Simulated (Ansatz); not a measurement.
The parent structure is Ru in the hcp (Mg type) structure (space group P6_3/mmc, No. 194; a = 2.7043 Å, c = 4.2629 Å; relaxed with 0.1 eV smearing). Axes: x lies along a and z along c of the hexagonal cell.

Structures relaxed with plane-wave PAW DFT at the r2SCAN level (Ansatz, an electronic-structure program, 500 eV), without spin-orbit coupling.

Base:

Simulated powder pattern, Mo Kα, λ = 0.71073 Å (kinematic, ideal powder, no thermal factors, no anomalous dispersion; the 10 strongest lines at most, above 2 %, up to 2θ = 40°):

```json
[
 {"2θ (°)": "17.46", "I/Imax (%)": "24", "hkl": "(100)"},
 {"2θ (°)": "19.19", "I/Imax (%)": "25", "hkl": "(002)"},
 {"2θ (°)": "19.94", "I/Imax (%)": "100", "hkl": "(101)"},
 {"2θ (°)": "26.06", "I/Imax (%)": "15", "hkl": "(102)"},
 {"2θ (°)": "30.47", "I/Imax (%)": "18", "hkl": "(110)"},
 {"2θ (°)": "34.02", "I/Imax (%)": "19", "hkl": "(103)"},
 {"2θ (°)": "35.33", "I/Imax (%)": "2.9", "hkl": "(200)"},
 {"2θ (°)": "36.27", "I/Imax (%)": "21", "hkl": "(112)"},
 {"2θ (°)": "36.69", "I/Imax (%)": "15", "hkl": "(201)"},
 {"2θ (°)": "38.96", "I/Imax (%)": "2.8", "hkl": "(004)"}
]
```

It is then changed as follows: uniaxial strain ε_xx = −2.50 %, all other strain components held at zero; the atoms relax in the strained cell.

After the change:

Simulated powder pattern, Mo Kα, λ = 0.71073 Å (kinematic, ideal powder, no thermal factors, no anomalous dispersion; the 10 strongest lines at most, above 2 %, up to 2θ = 40°):

| 2θ (°) | I/Imax (%) | hkl |
|---|---|---|
| 17.46 | 12 | (010) |
| 17.79 | 25 | (100) |
| 19.19 | 39 | (002) |
| 19.94 | 53 | (011) |
| 20.24 | 100 | (101) |
| 26.29 | 16 | (102) |
| 30.68 | 19 | (110) |
| 34.20 | 20 | (103) |
| 36.44 | 22 | (112) |
| 37.37 | 15 | (201) |

The indices refer to the base's conventional cell; one index is shown for lines that coincide. The space group is now Cmcm (No. 63).

Stability against distortions was not tested. The final runs are not spin-polarised.
